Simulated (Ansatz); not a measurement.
Take BiB in the zinc blende structure (space group F-43m, No. 216; a = 5.456 Å; a hypothetical phase, not in the database extracts checked) as the base.

It is then changed as follows: cell and atoms relaxed at a pressure of 75 GPa.

Levels (all Ansatz, a program for electronic structure, PAW): PBEsol (420 eV, without spin-orbit coupling); r2SCAN (500 eV, no spin-orbit coupling); HSE06 (420 eV, no SOC).

One geometry, relaxed with PBEsol, under each level:

Notes on the quantities. hole mass: degenerate bands, along [100].

```json
[
 {"level": "PBEsol", "band gap": "0.39 eV", "lowest conduction level above the VBM at special points": "X 0.61 eV; U 1.16 eV; K 1.16 eV; L 2.15 eV", "electron mass": "1.5 mₑ along k, 0.21 mₑ across (off the special points)", "hole mass": "0.17, 0.17, 0.22 mₑ (at Γ)", "pressure": "75.00 GPa"},
 {"level": "r2SCAN", "band gap": "0.61 eV", "lowest conduction level above the VBM at special points": "X 0.80 eV; U 1.43 eV; K 1.43 eV; L 2.36 eV", "electron mass": "1.3 mₑ along k, 0.21 mₑ across (off the special points)", "hole mass": "0.16, 0.16, 0.21 mₑ (at Γ)", "pressure": "80.13 GPa"},
 {"level": "HSE06", "band gap": "(withheld)", "lowest conduction level above the VBM at special points": "(withheld)", "electron mass": "–", "hole mass": "–", "pressure": "–"}
]
```

Q: Give the withheld HSE06 results.

A: 
- HSE06, band gap: 0.93 eV
- HSE06, lowest conduction level above the VBM at special points: X 1.12 eV; U 1.77 eV; K 1.77 eV; Γ 3.61 eV

Single points use the geometry relaxed with PBEsol. Their cutoffs differ, which shifts pressures a little. The hybrid gap comes from the SCF mesh plus the semilocal run's edge points and a few special points and is an upper bound. Spin-orbit coupling, missing from the scalar runs, can matter with Bi. Load acts through the strain it causes; cell and atoms are relaxed under it. Effective masses come from finite differences of ±0.01 Å⁻¹. Along k means along the line from Γ to the band edge. Whether these cells are dynamically stable was not tested. Competing high-pressure phases were not computed.
